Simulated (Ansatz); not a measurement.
Input and output of a self-consistent single point for SiMo3 (Pm-3n, 8 atoms in the cell) (Ansatz, an electronic-structure program)

Method of the run: PBE (plane waves, PAW; Ansatz).

Input:

Ansatz 0.2 input:
```yaml
crystal:
  lattice:
    - [4.81439900, 0.00000000, 0.00000000]
    - [0.00000000, 4.81439900, 0.00000000]
    - [0.00000000, 0.00000000, 4.81439900]
  atoms:
    - { symbol: Si, position: [0.50000000, 0.50000000, 0.50000000] }
    - { symbol: Si, position: [0.00000000, 0.00000000, 0.00000000] }
    - { symbol: Mo, position: [0.00000000, 0.50000000, 0.25000000] }
    - { symbol: Mo, position: [0.00000000, 0.50000000, 0.75000000] }
    - { symbol: Mo, position: [0.25000000, 0.00000000, 0.50000000] }
    - { symbol: Mo, position: [0.75000000, 0.00000000, 0.50000000] }
    - { symbol: Mo, position: [0.50000000, 0.25000000, 0.00000000] }
    - { symbol: Mo, position: [0.50000000, 0.75000000, 0.00000000] }
basis:
  ecutwfc: 420.0
kpoints:
  mp_grid:
    grid: [5, 5, 5]
hamiltonian:
  xc: pbe
  pseudopotentials:
    kind: paw
scf:
  occupations:
    method: fermi_dirac
    width: 0.1
output:
  forces: true
  eigenvalues: true
  stress: true
```

Log, with long lists cut:

```
WARN ansatz: RAYON_NUM_THREADS=1 ignored (pool sized by the plan → 1); use --threads N
Pseudopotentials: kind: paw
Pseudopotential: Si, paw, valence charge 4
Pseudopotential: Mo, paw, valence charge 14
Crystal: 8 atoms, lattice volume = 111.590 Å³
Basis set: ecut = 420 eV, 2109 PW (Γ), exchange–correlation on 72×72×72 points (8 copies of the dense FFT grid, shifted against one another)
Bands: 56, of which v1, the nominal top of the filled ones, is band 46 counted from 1 (45 counted from 0)
Symmetry: 48 space group operations
Space group: Pm-3n (ITA 223), of the structure as read, at distance tolerance 4.8e-5 Å
k-points: 10 of 125
Initial density: superposition of atomic densities (neutral atoms: chi_scale 0, normalization atom), corrected by the library's trained network
Initial wavefunctions: pseudopotential atomic-orbital guess
Eigensolver: davidson
Functional: x = pbe(κ = 0.804, μ = 0.2195149727645171), c = pbe(β = 0.06672455060314922)
SCF iter   1: F=—  HF=-31010.137446 eV  |F-HF|=—  |Δ(HF+E_count)|=         —  Δρ=3.52e-3  dr2=5.24e-3  ethr=1.77e-3  ⟨swp⟩=5.4  Hψ=1935  notcnv=0
all-band conjugate gradients solve this SCF's bands
preconditioner: auto → Resta (q_TF=auto, 2.642 Å⁻¹)
SCF iter   2: F=—  HF=-31010.139513 eV  |F-HF|=—  |Δ(HF+E_count)|=   2.07e-3  Δρ=2.05e-3  dr2=1.81e-3  ethr=5.69e-6  ⟨swp⟩=2.9  Hψ=1088  notcnv=0
SCF iter   3: F=—  HF=-31010.140146 eV  |F-HF|=—  |Δ(HF+E_count)|=   6.33e-4  Δρ=2.06e-4  dr2=2.27e-5  ethr=1.97e-6  ⟨swp⟩=2.7  Hψ=921  notcnv=0
SCF iter   4: F=—  HF=-31010.140161 eV  |F-HF|=—  |Δ(HF+E_count)|=   1.49e-5  Δρ=3.87e-5  dr2=8.09e-7  ethr=2.47e-8  ⟨swp⟩=2.0  Hψ=855  notcnv=0
iter 5 did not close the SCF: its close was put off for the readings that it lacked (scf_convergence_deferred on its scf_iter line)
SCF iter   5: F=-31010.140162 eV  HF=-31010.140162 eV  |F-HF|=1.01e-8  |Δ(HF+E_count)|=   1.61e-7  Δρ=7.39e-6  dr2=2.31e-8  ethr=8.79e-10  ⟨swp⟩=2.8  Hψ=1021  notcnv=0
SCF iter   6: F=-31010.140162 eV  HF=-31010.140162 eV  |F-HF|=8.73e-11  |Δ(HF+E_count)|=   1.10e-8  Δρ=7.18e-7  dr2=2.50e-10  ethr=2.51e-11  ⟨swp⟩=1.7  Hψ=1611  notcnv=0
SCF 1 converged in 6 iterations: F = -31010.140162 eV  dr2 = 2.50e-10
SCF converged after 6 iterations
Free energy (F): -31010.140162 eV
Harris-Foulkes:  -31010.140162 eV  (|F-HF|=8.73e-11)
Internal energy: -31010.042857 eV  (E = F + TS)
E sigma→0 (E₀):  -31010.091509 eV
Entropy (-TS):   -0.097304 eV (-12.163 meV/atom)
Fermi energy:    20.825508 eV
--- Per-component energies (eV) ---
  E_band       = -252.010332
  E_kinetic    = 2761.382872
  E_local      = -5323.500302  (includes V_loc(G=0)·N_el)
  E_nonlocal   = 911.335076
  E_hartree    = 1878.310604
  E_xc         = -1223.662863
  E_vxc        = -1484.437314  (∫ρ·V_xc dr)
  E_paw        = -20236.685782  (= ΣΔE_a)
  E_vpaw       = -873.412013  (= ΣTr[D̂ρ^β])
  E_aug_tail   = 0.000322  (compensation charges beyond the density's cutoff)
  E_ewald      = -9777.222785
  E_smearing   = -0.097304  (= −TS)
  E_closure    = -0.000000  (closes the sum)
  Σ components = -31010.140162   (vs F -31010.140162, Δ=0.00e0)
--- Forces (eV/Å), atoms counted from 1 ---
  atom   1  Si    -0.00000000    -0.00000000     0.00000000
   [... zero for the other atoms too ...]
  max |Σ_I F_I| component: 2.08e-17 eV/Å
--- Stress (GPa, compression-positive) ---
       15.355599      -0.000000       0.000000
       -0.000000      15.355599       0.000000
       -0.000000       0.000000      15.355599
  P = ⅓ Tr σ = 15.3556 GPa (153.556 kbar)
  The stress holds the Pulay correction. Without it, at fixed plane waves, as pw.x and ABINIT print it: P = 15.3050 GPa
--- Band table (eV; the first three rows and the last of 10) ---
  k-point 0: bands = ["-40.4825", "-40.3417", "-40.3417", "-39.9556", "-39.9556", "-39.9556", "-15.8776", "-15.8776", "-15.6430", "-14.7565", "-14.7565", "-14.7565", "-14.1802", "-14.1802", "-14.1802", "-14.1426", "-14.1426", "-14.1426", "-13.9965", [...]
  k-point 1: bands = ["-40.4621", "-40.3520", "-40.3134", "-39.9973", "-39.9556", "-39.9556", "-15.8691", "-15.7962", "-15.5205", "-14.7500", "-14.7500", "-14.6895", "-14.2432", "-14.2432", "-14.1973", "-14.1629", "-14.0672", "-14.0672", "-14.0159", [...]
  k-point 2: bands = ["-40.4200", "-40.3801", "-40.2264", "-40.1035", "-39.9556", "-39.9556", "-15.8437", "-15.8061", "-14.9444", "-14.7408", "-14.7408", "-14.5258", "-14.3450", "-14.2761", "-14.2761", "-14.1371", "-14.1174", "-14.0606", "-14.0606", [...]
  k-point 9: bands = ["-40.2626", "-40.2348", "-40.2348", "-40.1134", "-40.1134", "-40.0991", "-15.0180", "-15.0180", "-14.9794", "-14.6326", "-14.6269", "-14.4564", "-14.4564", "-14.3172", "-14.2594", "-14.1895", "-14.1895", "-14.0994", "-14.0994", [...]
```

The run converged in 6 iterations.

The starting cell comes from a database of computed structures (which also holds hypothetical and non-ambient phases and stackings), without a prior relaxation at this level. Its lattice was rescaled by a random factor within 2.5 % of one. Spin polarisation is off. With a pressure of about 15 GPa the cell is away from its equilibrium volume at this level. Ansatz's pressure includes its estimate of the finite-basis (Pulay) stress.
